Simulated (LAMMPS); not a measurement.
MD of Cu (fcc) with 75 % of Cu sites Pd at zero pressure over temperature, 4000 atoms; each row names its start.

Level of theory: classical MD, pair style eam, the elements' _u3.eam files (universal-3 set of Foiles, Baskes and Daw) (LAMMPS).

```json
[
 {"T (K), start": "300, crystal", "state": "crystal; no diffusion seen in 30 ps", "volume": "14.2257 ± 0.0001 Å³/atom", "enthalpy": "-3.8006 ± 0.0001 eV/atom", "first peak of g(r), Cu-Pd": "2.67 Å, height 6.8", "coordination number of Cu by Pd": "8.9 (counted to 3.26 Å)", "D(Cu)": "-", "D(Pd)": "-"},
 {"T (K), start": "1200, crystal", "state": "crystal; no diffusion seen in 30 ps", "volume": "14.7801 ± 0.0002 Å³/atom", "enthalpy": "-3.5468 ± 0.0001 eV/atom", "first peak of g(r), Cu-Pd": "2.63 Å, height 3.5", "coordination number of Cu by Pd": "9.1 (counted to 3.42 Å)", "D(Cu)": "-", "D(Pd)": "-"},
 {"T (K), start": "1620, melt", "state": "liquid", "volume": "15.584 ± 0.002 Å³/atom", "enthalpy": "-3.3183 ± 0.0005 eV/atom", "first peak of g(r), Cu-Pd": "2.53 Å, height 2.9", "coordination number of Cu by Pd": "9.8 (counted to 3.62 Å)", "D(Cu)": "(4.0 ± 0.1) × 10^-5 cm²/s", "D(Pd)": "(3.74 ± 0.05) × 10^-5 cm²/s"},
 {"T (K), start": "1970, melt", "state": "liquid", "volume": "15.953 ± 0.003 Å³/atom", "enthalpy": "-3.2037 ± 0.0005 eV/atom", "first peak of g(r), Cu-Pd": "2.55 Å, height 2.7", "coordination number of Cu by Pd": "9.8 (counted to 3.66 Å)", "D(Cu)": "(7.2 ± 0.3) × 10^-5 cm²/s", "D(Pd)": "(6.25 ± 0.08) × 10^-5 cm²/s"},
 {"T (K), start": "2390, melt", "state": "liquid", "volume": "16.415 ± 0.005 Å³/atom", "enthalpy": "-3.0710 ± 0.0010 eV/atom", "first peak of g(r), Cu-Pd": "2.50 Å, height 2.5", "coordination number of Cu by Pd": "9.3 (counted to 3.62 Å)", "D(Cu)": "(1.06 ± 0.03) × 10^-4 cm²/s", "D(Pd)": "(9.54 ± 0.06) × 10^-5 cm²/s"}
]
```

Caution (rows 300, crystal; 1200, crystal): the random arrangement on this lattice is imposed, and need not be a phase that exists in equilibrium.

Caution (rows 1200, crystal; 1620, melt; 1970, melt; 2390, melt): a run this short can hold a crystal over, or a liquid under, the potential's own melting point, which these runs don't give.

States go by the mean squared displacement: a species diffuses where it passes 1.5 Å², still rises and gives D over 1e-6 cm²/s; a crystal has left its structure where atoms lie 0.35 Å off their sites on average or a cubic box changes its shape by 3 %, or the axial ratios of another lie 8 % off the starting cell's, which the potential's own relaxation can also do.

Errors of D are the spread over four groups of atoms in one short run; a floor of about 5 %, a picked value, is safer.

The ± values are statistical; the model's systematic error is not in them.
